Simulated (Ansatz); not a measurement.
Effect of pressure −2 GPa on GaN

The parent structure is GaN in the zinc blende structure (space group F-43m, No. 216; a = 4.4554 Å).

Now apply this change: a negative pressure, −2 GPa.

All numbers come from Kohn–Sham DFT with the LDA functional, run in Ansatz (a program for electronic structure) with PAW and 420 eV plane waves, no spin-orbit coupling. Γ-centred 13×13×13 mesh, Fermi–Dirac width 0.05 eV.

| quantity | base | changed | shift |
|---|---|---|---|
| density | 6.29 g/cm³ | 6.23 g/cm³ | -0.06 g/cm³ |
| lattice parameter a | 4.455 Å | 4.470 Å | +0.015 Å |
| shortest interatomic distance | 1.929 Å | 1.936 Å | +0.007 Å |
| enthalpy H = E + PV relative to the base's energy | – | -0.14 eV/atom | – |
| band gap | 1.96 eV | 1.89 eV | -0.07 eV |
| gap character | direct at Γ | direct at Γ | – |
| electron mass | 0.18 mₑ (at Γ) | 0.17 mₑ (at Γ) | – |
| valley order (the lowest conduction-band minima on the path, energy above the VBM, named in the base's zone) | Γ 1.96 eV; X along ⟨100⟩ 3.27 eV | Γ 1.89 eV; X along ⟨100⟩ 3.26 eV | – |

Cost of the whole job for the changed cell (relaxation, final SCF and bands): around 16 core-seconds (rough).

Load acts through the strain it causes; cell and atoms are relaxed under it. Masses are band curvatures over ±0.01 Å⁻¹ around the edge. Stability against distortions was not tested. This is not the structure that GaN has at room temperature and ambient pressure.
